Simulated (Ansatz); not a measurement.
# TiGe (model structure, started from the NbAs type, I4₁md, No. 109, 4 atoms in the cell): properties by level of theory

```csv
level (code),equilibrium lattice constant a (Å),c axis length (Å),formation enthalpy (eV/atom)
PBE (Ansatz),3.289,…,…
PBEsol (Ansatz),3.240,…,-0.308
PBE-D3(BJ) (Ansatz),3.230,…,-0.286
```

### Question
Some entries are withheld; supply them.

### Answer

- PBE (Ansatz, a first-principles code), c axis length (Å): 13.317
- PBE (Ansatz), formation enthalpy (eV/atom): -0.259
- PBEsol (Ansatz), c axis length (Å): 13.191
- PBE-D3(BJ) (Ansatz), c axis length (Å): 13.242

Ansatz's density-functional and Hartree–Fock values are scalar-relativistic unless marked +SOC, with PAW data made under PBE.

Static lattice: no zero-point or thermal effects.

A model structure was made by putting elements into a prototype or built by hand; it is no filed structure, need not be a known phase, and can be a saddle point held by its symmetry.
